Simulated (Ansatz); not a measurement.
Structures of equal composition on the (100) surface of rock-salt TiC: a layer of Ta, one atom over each C; a layer of Ta, one atom over each Ti. The slabs share one bottom face, and each structure is named by its start. These are constructed structures in small cells; real faces may alloy, dewet or reconstruct in larger ones, and not all known structures of the face are among them. Slabs of about 13 Å, Fermi-Dirac smearing of 0.1 eV. Bottom of the slabs: a bare face, its two planes held. Relaxed from the named starts with such symmetry as they have, on meshes of like density; energies extrapolated to zero smearing; spin only where a row says so; no spin-orbit coupling, no U. Brackets mark spin-polarised runs, whose order is one that fits the cell.

Calculation: PBE (plane waves to 420 eV, PAW; Ansatz, a quantum-chemistry and plane-wave program).

Task: Rank these by energy per 1x1 cell (lowest first), as PBE gives it.

Result: a layer of Ta, one atom over each C (0.000 eV), a layer of Ta, one atom over each Ti (2.587 eV)
